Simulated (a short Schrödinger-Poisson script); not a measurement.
From a short Schrödinger-Poisson script (our own, NumPy): 1D Poisson equation in equilibrium, electrons quantum, Hartree (BenDaniel-Duke, 12 states a valley, the channel's in-plane mass for all, wave functions ending at the dielectric), parabolic valleys, classical holes, full ionisation, no traps, pinning or gate leakage.

Stack: symmetric double-gate stack, SiO2 on p-type GaAs, at 77 K.

From the gate side: 1.2 nm SiO2; 15 nm GaAs, acceptors 6e17 cm⁻³; 1.2 nm SiO2.

Constants are typed, rounded textbook-type inputs, not results; the design itself was drawn at random and stands for no fabricated device. SiO2: permittivity 3.9, conduction-band edge (eV) 3.17, gap (eV) 9, electron mass (mₑ) 0.5. GaAs: permittivity 12.9, conduction-band edge (eV) 0, gap (eV) 1.424, Nv at 300 K (cm⁻³) 9e18.

Channel valleys (confinement mass, in-plane density-of-states mass, number): Γ 0.067, 0.067, 1. At the gates, both at one voltage, the conduction-band edge of layer 1 lies 3.34 eV − eVg above the Fermi level of the channel. Gaps are held at their typed values at every temperature. Mesh 0.03 nm at interfaces.

**Question.** Give the capacitance of both gates at Vg = 0.85 V (μF/cm²); the sheet density of all electrons at Vg = 0.25 V (cm⁻²); the sheet density of all electrons at Vg = 0.85 V (cm⁻²).

**Answer.** capacitance of both gates at Vg = 0.85 V (μF/cm²): 2.67; sheet density of all electrons at Vg = 0.25 V (cm⁻²): 1.45e11; sheet density of all electrons at Vg = 0.85 V (cm⁻²): 8.55e12. Above a few 1e12 electrons/cm² a light Γ valley is non-parabolic and upper valleys begin to fill, which the model leaves out.
